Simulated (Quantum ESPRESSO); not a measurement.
Input and output of a self-consistent single point for Cl (Cmce, 4 atoms in the cell) (Quantum ESPRESSO).

Method: PBE, GBRV 1.5 ultrasoft (PBE) pseudopotentials (plane waves; Quantum ESPRESSO).

```xyz
4
Lattice="2.2485 -3.1319 0.0000 2.2485 3.1319 0.0000 0.0000 0.0000 8.2914" Properties=species:S:1:pos:R:3 pbc="T T T"
Cl     3.9439     0.0000     7.4374
Cl     2.8016     0.0000     3.2917
Cl     1.6954     0.0000     4.9997
Cl     0.5531     0.0000     0.8540
```

Reference input (self-consistent single point, DFT, PBE, plane waves, PseudoDojo standard norm-conserving (PBE) pseudopotentials): ecutwfc = 60 Ry; occupations = smearing; smearing = gauss; degauss = 0.0036749 Ry; potentials = {Cl: Cl.upf}; K_POINTS = automatic 5 5 2 0 0 0; conv_thr = 1e-09 Ry; mixing_beta = 0.3. This run's input differs from it in these lines:

```diff
@@ -12,3 +12,4 @@
   ntyp = 1,
-  ecutwfc = 60,
+  ecutwfc = 40,
+  ecutrho = 200,
   occupations = 'smearing',
@@ -22,3 +23,3 @@
 ATOMIC_SPECIES
-Cl    35.4500  Cl.upf
+Cl    35.4500  cl_pbe_v1.4.uspp.F.UPF
 ATOMIC_POSITIONS crystal
```

Output (repeated stretches shortened):

```
     Self-consistent Calculation

     iteration #  1     ecut=    40.00 Ry     beta= 0.30

     Threshold (ethr) on eigenvalues was too large:
     Diagonalizing with lowered threshold

     negative rho (up, down):  5.903E-02 0.000E+00

     total energy              =    -133.17089096 Ry
     estimated scf accuracy    <       0.10333787 Ry

     iteration #  2     ecut=    40.00 Ry     beta= 0.30

     negative rho (up, down):  5.898E-02 0.000E+00

     total energy              =    -133.15576159 Ry
     estimated scf accuracy    <       0.04099322 Ry

     iteration #  3     ecut=    40.00 Ry     beta= 0.30

     negative rho (up, down):  5.887E-02 0.000E+00

     total energy              =    -133.15920112 Ry
     estimated scf accuracy    <       0.00062296 Ry

   [... 6 blocks of this kind left out ...]

     iteration # 10     ecut=    40.00 Ry     beta= 0.30

     negative rho (up, down):  5.867E-02 0.000E+00

     total energy              =    -133.15941579 Ry
     estimated scf accuracy    <       0.00000001 Ry

     iteration # 11     ecut=    40.00 Ry     beta= 0.30

     negative rho (up, down):  5.867E-02 0.000E+00
     End of self-consistent calculation

     the Fermi energy is     1.8208 ev

!    total energy              =    -133.15941581 Ry
     estimated scf accuracy    <          5.0E-10 Ry
     smearing contrib. (-TS)   =      -0.00000000 Ry
     internal energy E=F+TS    =    -133.15941581 Ry

     convergence has been achieved in  11 iterations

     negative rho (up, down):  5.867E-02 0.000E+00

     Forces acting on atoms (cartesian axes, Ry/au):

     atom    1 type  1   force =     0.00712940    0.00000000    0.00714922
     atom    2 type  1   force =    -0.00712940    0.00000000    0.00714922
     atom    3 type  1   force =     0.00712940    0.00000000   -0.00714922
     atom    4 type  1   force =    -0.00712940    0.00000000   -0.00714922

     Total force =     0.020193     Total SCF correction =     0.000070

     negative rho (up, down):  5.867E-02 0.000E+00
          total   stress  (Ry/bohr**3)                   (kbar)     P=        0.44
  -0.00000955   0.00000000   0.00000000           -1.40        0.00        0.00
   0.00000000   0.00008417   0.00000000            0.00       12.38        0.00
   0.00000000   0.00000000  -0.00006567            0.00        0.00       -9.66

   JOB DONE.
```

The run converged in 11 iterations. Against the reference run the pressure moves little (0.00 to 0.04 GPa), the largest force goes from 0.271 to 0.260 eV/Å and the gap on the mesh goes from 2.331 to 2.372 eV.

The starting cell has typed, rounded lattice constants, without a prior relaxation at this level. Its lattice was rescaled by a random factor within 2.5 % of one.
